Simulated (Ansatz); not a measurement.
End structure of Y on a Zn site (surface) in a 2x2 cell of the 1x1 (10-10) surface of wurtzite ZnO (cut with top plane O + Zn):

Host crystal: wurtzite ZnO, with a band gap (PBE, scalar-relativistic without spin-orbit coupling).

```xyz
64
Lattice="6.5590 0.0000 0.0000 0.0000 10.5876 0.0000 0.0000 0.0000 28.5000" Properties=species:S:1:pos:R:3 pbc="T T T"
O      1.6397     1.9980     9.5337
O      1.6397     7.2918     9.5337
O      4.9192     1.9980     9.5337
O      4.9192     7.2918     9.5337
Zn     1.6397     5.4592     9.8703
Zn     1.6397    10.7530     9.8703
Zn     4.9192     5.4592     9.8703
Zn     4.9192    10.7530     9.8703
O     -0.0003     4.6186    10.5043
O      0.0002     9.9095    10.4853
O      3.2798     4.6186    10.5043
O      3.2793     9.9095    10.4853
Zn     0.0000     2.6193    10.3425
Zn     0.0000     7.9131    10.3425
Zn     3.2795     2.6193    10.3425
Zn     3.2795     7.9131    10.3425
O     -0.0020     1.9704    12.3475
O     -0.0030     7.2675    12.3612
O      3.2815     1.9704    12.3475
O      3.2825     7.2675    12.3612
Zn    -0.0026     5.2793    12.4477
Zn     0.0004    10.5653    12.4228
Zn     3.2821     5.2793    12.4477
Zn     3.2791    10.5653    12.4228
O      1.6397     4.6142    13.3672
O      1.6397     9.9081    13.3379
O      4.9192     4.6227    13.3827
O      4.9192     9.9030    13.3332
Zn     1.6397     2.6084    13.2357
Zn     1.6397     7.8956    13.2658
Zn     4.9192     2.6160    13.2425
Zn     4.9192     7.8894    13.2827
O      1.6397     1.9770    15.1869
O      1.6397     7.2726    15.2111
O      4.9192     1.9869    15.1871
O      4.9192     7.2771    15.2428
Zn     1.6397     5.2698    15.2582
Zn     1.6397    10.5544    15.2203
Zn     4.9192     5.2730    15.2850
Zn     4.9192    10.5616    15.2040
O      0.0070     4.6622    16.2513
O     -0.0015     9.9137    16.1701
O      3.2725     4.6622    16.2513
O      3.2810     9.9137    16.1701
Zn     0.0107     2.6889    16.0196
Zn     0.0114     7.9045    16.1236
Zn     3.2688     2.6889    16.0196
Zn     3.2681     7.9045    16.1236
O     -0.0752     1.9864    17.9877
O      0.0937     7.3335    18.1560
O      3.3547     1.9864    17.9877
O      3.1858     7.3335    18.1560
Zn     0.0899     5.3056    18.2249
Zn    -0.1240    10.5362    18.0509
Zn     3.1896     5.3056    18.2249
Zn     3.4035    10.5362    18.0509
O      1.6397     4.3695    19.0316
O      1.6397    10.3349    19.0424
O      4.9192     4.7672    19.0275
O      4.9192     9.8945    19.0575
Y      1.6397     2.2793    19.1886
Zn     1.6397     8.4005    18.7381
Zn     4.9192     2.9896    18.5123
Zn     4.9192     8.0206    18.7191
```

Model: 64-atom slab, 9.4 Å thick at the start (thin: gaps and levels are the slab's own), 3x2x1 mesh, Fermi-Dirac 0.01 eV, dipole correction, 12 atoms held, the rest relaxed; symmetry of the start imposed; spin-polarised, no spin-orbit, no U. The slab shows no gap over 0.04 eV on its mesh. The starting moment vanished.

Task: Estimate the formation energy against hcp Y, hcp Zn that PBE (Ansatz, a first-principles code) returns for this input.

Result: -327 kJ/mol

Task: What is the computed change of the step from the bottom to the top vacuum level, against the clean slab (PBE)?

Result: -1.55 eV
